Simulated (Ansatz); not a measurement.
Worked example: self-consistent single point of CaPb (P4mm, 2 atoms in the cell) in Ansatz (a first-principles code).

Level of theory: PBEsol, harder PAW files (source: ansatz) made with PBE (plane waves; Ansatz).

The change in words: lattice scaled by 0.98; basis.ecutwfc: 420 eV → 405 eV; hamiltonian.pseudopotentials: {kind: paw} (the program's default PAW files) → {kind: paw, source: ansatz}. Reference geometry:
```xyz
2
Lattice="3.5845 0.0000 0.0000 0.0000 3.5845 0.0000 0.0000 0.0000 4.6506" Properties=species:S:1:pos:R:3 pbc="T T T"
Ca     0.0000     0.0000     0.0500
Pb     1.7922     1.7922     2.3253
```

Reference input (self-consistent single point, DFT, PBEsol, plane waves, default PAW files made with PBE): basis.ecutwfc = 420 eV; kpoints.mp_grid.grid = 9 9 7; hamiltonian.xc = pbesol; hamiltonian.pseudopotentials = {kind: paw} (the program's default PAW files); scf.occupations.method = gaussian; scf.occupations.width = 0.1 eV. This run's input differs from it in these lines:

Ansatz 0.2 input:
```diff
@@ -3,5 +3,5 @@
   lattice:
-    - [3.58447300, 0.00000000, 0.00000000]
-    - [0.00000000, 3.58447300, 0.00000000]
-    - [0.00000000, 0.00000000, 4.65064800]
+    - [3.51278400, 0.00000000, 0.00000000]
+    - [0.00000000, 3.51278400, 0.00000000]
+    - [0.00000000, 0.00000000, 4.55763500]
   atoms:
@@ -10,3 +10,3 @@
 basis:
-  ecutwfc: 420.0
+  ecutwfc: 405.0
 kpoints:
@@ -18,2 +18,3 @@
     kind: paw
+    source: ansatz
 scf:
```

Log, with long lists cut:

```
SCF iter   1: F=—  HF=-16937.899775 eV  |F-HF|=—  |Δ(HF+E_count)|=         —  Δρ=9.17e-2  dr2=1.10e1  ethr=3.10e-3  ⟨swp⟩=7.0  Hψ=6190  notcnv=0
all-band conjugate gradients solve this SCF's bands
preconditioner: auto → Kerker (q_TF=auto, 2.484 Å⁻¹)
SCF iter   2: F=—  HF=-16935.640653 eV  |F-HF|=—  |Δ(HF+E_count)|=    2.26e0  Δρ=3.38e-2  dr2=1.82e0  ethr=3.10e-3  ⟨swp⟩=3.0  Hψ=2774  notcnv=0
   [... lines left out ...]
SCF iter   6: F=—  HF=-16935.096886 eV  |F-HF|=—  |Δ(HF+E_count)|=   1.18e-6  Δρ=2.43e-4  dr2=6.89e-5  ethr=1.25e-6  ⟨swp⟩=2.2  Hψ=1411  notcnv=0  defer=3
SCF iter   7: F=—  HF=-16935.096868 eV  |F-HF|=—  |Δ(HF+E_count)|=   1.78e-5  Δρ=7.36e-5  dr2=5.45e-6  ethr=2.15e-7  ⟨swp⟩=2.0  Hψ=1333  notcnv=0  defer=3
SCF iter   8: F=—  HF=-16935.096866 eV  |F-HF|=—  |Δ(HF+E_count)|=   1.43e-6  Δρ=2.33e-5  dr2=3.35e-7  ethr=1.70e-8  ⟨swp⟩=2.5  Hψ=1643  notcnv=0  defer=3
SCF iter   9: F=-16935.096866 eV  HF=-16935.096866 eV  |F-HF|=9.60e-9  |Δ(HF+E_count)|=   9.35e-9  Δρ=6.83e-6  dr2=2.76e-8  ethr=3.13e-10  ⟨swp⟩=5.8  Hψ=5384  notcnv=0
SCF 1 converged in 9 iterations: F = -16935.096866 eV  dr2 = 2.76e-8
Free energy (F): -16935.096866 eV
Internal energy: -16935.091980 eV  (E = F + TS)
E sigma→0 (E₀):  -16935.094423 eV
Entropy (-TS):   -0.004886 eV (-2.443 meV/atom)
Fermi energy:    11.019112 eV
--- Forces (eV/Å), atoms counted from 1 ---
  atom   1  Ca    -0.00000000     0.00000000    -0.17042744
  atom   2  Pb     0.00000000    -0.00000000     0.17040887
--- Stress (GPa, compression-positive) ---
        1.120672       0.000000      -0.000000
        0.000000       1.120672       0.000000
       -0.000000       0.000000      -0.137803
  P = ⅓ Tr σ = 0.7012 GPa (7.012 kbar)
  The stress holds the Pulay correction. Without it, at fixed plane waves, as pw.x and ABINIT print it: P = -6.1248 GPa
```

The run converged in 9 iterations. Against the reference run the pressure goes from -1.57 to 0.70 GPa and the largest force goes from 0.139 to 0.170 eV/Å.

The starting cell comes from a database of computed structures (which also holds hypothetical and non-ambient phases and stackings), without a prior relaxation at this level. Its lattice was rescaled by up to half a per cent. One atom was moved a little off its site on purpose. For this run, on top of that: lattice scaled by 0.98. Ansatz's pressure includes its estimate of the finite-basis (Pulay) stress. Without the estimate this run gives -6.12 GPa. The cutoff lies below the one recommended for these files.
